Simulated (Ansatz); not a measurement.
GaP under load (space group F-43m), r2SCAN with spin-orbit coupling, rigid bands (Ansatz, a first-principles code). Condition of this run: hydrostatic pressure of -1.4 GPa (compression positive) (the target of the relaxation). Band gap 1.84 eV, N_c = 3.86e19 cm⁻³ and N_v = 2.28e19 cm⁻³ at 300 K, conductivity masses of 0.338 mₑ (electrons) and 0.485 mₑ (holes). Take k_BT = 0.02585 eV.

Question: What built-in voltage has an abrupt junction with N_A = 1e17 and N_D = 1e17 cm⁻³, all dopants ionised?

Answer: V_bi = E_g/e − (k_BT/e) ln(N_c N_v/(N_A N_D)) = 1.84 − 0.02585 × 11.39 = 1.55 V, for the computed gap.

Question: What thermal injection velocity √(2k_BT/πm) limits a ballistic channel?

Answer: 9.25e6 cm/s for electrons and 7.73e6 cm/s for holes, a ratio of √(m_h/m_e) = 1.20, for dilute carriers.

Question: Find the intrinsic carrier density and the intrinsic Fermi level.

Answer: n_i = √(N_c N_v) exp(−E_g/2k_BT) = 2.97e19 × exp(−35.59) = 1.0e4 cm⁻³. The level lies (k_BT/2) ln(N_v/N_c) = -7 meV from mid-gap (positive towards the conduction band). Each 0.1 eV added to the gap lowers n_i by a factor of 6.9.

Rigid bands with the computed gap; masses take one relaxation time for all states. Geometry: cell and atoms relaxed with PBEsol.
